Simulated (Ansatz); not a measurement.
Rock-salt NaH was calculated with B3LYP (VWN-RPA form) (PAW; Ansatz, a first-principles code).

Numerical settings: plane-wave cutoff 520 eV, 8×8×8 k mesh, scalar-relativistic PAW data made under PBE.

Computed at the level's own relaxed cell.

Hill averages of the elastic tensor: K = 23.7 GPa, G = 20.1 GPa. Volume 13.911 Å³/atom, mean atomic mass 11.999 u.

Question: Work out the density, the sound velocities of a polycrystal and the elastic Debye temperature at this level.

Answer: ρ = 1.66054 × 11.999/13.911 = 1.432 g/cm³. v_l = √[(K + 4G/3)/ρ] = 5.938 km/s and v_t = √(G/ρ) = 3.747 km/s. The mean follows from 3/v_m³ = 1/v_l³ + 2/v_t³: v_m = 4.123 km/s. Θ_D = (ħ/k_B) v_m (6π²/V)^(1/3) = 76.38 K Å s/km × 4.123 × 1.6207 Å⁻¹ = 510 K, counting all atoms of the cell.
